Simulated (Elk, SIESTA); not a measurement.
A SIESTA input for a self-consistent single point of AgCl (Fm-3m, 2 atoms in the cell) (DFT, GGA PBEsol with spin-orbit coupling, numerical atomic orbitals DZP, PseudoDojo PBEsol fully relativistic norm-conserving potentials (rewritten from UPF to PSML)):

```
# files in the folder: Ag.psml Cl.psml (PseudoDojo PBEsol fully relativistic)
SystemName  AgCl
SystemLabel siesta

NumberOfAtoms                2
NumberOfSpecies              2
%block ChemicalSpeciesLabel
  1 47 Ag
  2 17 Cl
%endblock ChemicalSpeciesLabel
LatticeConstant              1.0 Ang
%block LatticeVectors
     0.000000000    2.772665000    2.772665000
     2.772665000    0.000000000    2.772665000
     2.772665000    2.772665000    0.000000000
%endblock LatticeVectors
AtomicCoordinatesFormat      Fractional
%block AtomicCoordinatesAndAtomicSpecies
     0.000000000    0.000000000    0.000000000  1
     0.500000000    0.500000000    0.500000000  2
%endblock AtomicCoordinatesAndAtomicSpecies

XC.functional                GGA
XC.authors                   PBEsol
PAO.BasisSize                DZP
PAO.EnergyShift              0.005 Ry
MeshCutoff                   400 Ry
%block kgrid.MonkhorstPack
   10   0   0  0.0
    0  10   0  0.0
    0   0  10  0.0
%endblock kgrid.MonkhorstPack
OccupationFunction           FD
ElectronicTemperature        10 K
Spin                         spin-orbit
%block DM.InitSpin
  1 0.00 0.00 0.00
  2 0.00 0.00 0.00
%endblock DM.InitSpin

MaxSCFIterations             150
SCF.Mixer.Method             Pulay
SCF.Mixer.Weight             0.25
SCF.Mixer.History            8
SCF.DM.Tolerance             1.0E-05
Diag.ParallelOverK           true
WriteForces                  true
Charge.Mulliken              end
```

Translate this input to Elk.

This is the input that was run; spellings and numerical settings could be chosen otherwise.

```
tasks
  0

xctype
  22

spinorb
  .true.

rgkmax
  7.5

gmaxvr
  16.0

nxoapwlo
  1

lmaxi
  3

nempty
  10

stype
  0

swidth
  0.0001

maxscl
  100

avec
    0.0000000000    5.2395774853    5.2395774853
    5.2395774853    0.0000000000    5.2395774853
    5.2395774853    5.2395774853    0.0000000000

sppath
  'species/'

atoms
  2
  'Ag.in'
  1
  0.0000000000  0.0000000000  0.0000000000    0.0 0.0 0.0
  'Cl.in'
  1
  0.5000000000  0.5000000000  0.5000000000    0.0 0.0 0.0

ngridk
  10 10 10
```

Basis settings and potentials, where a program has them, do not carry over. This input uses DFT, PBEsol, spin-orbit coupling in second variation, all-electron FP-LAPW, Elk's shipped species files, LAPW+lo basis. Both were run: gap on the mesh 0.980 eV in SIESTA and 0.668 in Elk; size of the net moment 0.00 μB/atom in SIESTA and 0.00 in Elk.

On SIESTA: the starting cell comes from a database of computed structures (which also holds hypothetical and non-ambient phases and stackings), without a prior relaxation at this level. Values carry the incompleteness of an atom-centred basis. With a pressure of about -4 GPa the cell is away from its equilibrium volume at this level.

On Elk: the starting cell comes from a database of computed structures (which also holds hypothetical and non-ambient phases and stackings), without a prior relaxation at this level. Values depend on the basis (sphere radii, cutoffs, local orbitals), which need not be converged.
